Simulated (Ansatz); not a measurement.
GaN under a change: uniaxial strain ε_xx = −5.93 %

The reference is GaN in the zinc blende structure (space group F-43m, No. 216; a = 4.498 Å). Axes: x, y, z lie along the cube axes.

Now apply this change: the cell is compressed by 5.93 % along x with no lateral relaxation; the atoms relax in the strained cell.

Calculations: r2SCAN/PAW in Ansatz (a program for electronic structure), spin-orbit coupling left out, earlier PAW set. k-mesh 13×13×13 (Γ-centred); smearing 0.05 eV (Fermi–Dirac).

* **Volume per atom**: 10.70 Å³ (base 11.38 Å³)
* **Space group**: I-4m2 (No. 119) (base F-43m (No. 216))
* **Shortest interatomic distance**: 1.910 Å (base 1.948 Å)
* **Energy relative to the base (free energy F)**: +36 meV/atom
* **Pressure (mean of the normal stresses, compression positive)**: 13.30 GPa (base 0.00 GPa)
* **Band gap**: 2.40 eV (base 2.17 eV)
* **Gap character**: direct at Γ (base direct at Γ)
* **Electron mass**: 0.19 mₑ along x, 0.20 mₑ across (at Γ) (base 0.17 mₑ (at Γ))
* **Valence-band top at Γ (three highest levels, from the VBM)**: 0.00, -0.26, -0.26 eV (base 0.00, 0.00, 0.00 eV)
* **Valley order (the lowest conduction-band minima on the path, energy above the VBM, named in the base's zone)**: Γ 2.40 eV; X along [100] 3.37 eV; X along [001] 3.79 eV (base Γ 2.17 eV)
* **Stress (xx, yy, zz, yz, xz, xy; compression positive)**: (17.58, 11.16, 11.16, 0.00, 0.00, 0.00) GPa

Masses are band curvatures over ±0.01 Å⁻¹ around the edge. No phonon test of stability was made. This is not the structure that GaN has at room temperature and ambient pressure. k-point labels follow each cell's own Brillouin zone.
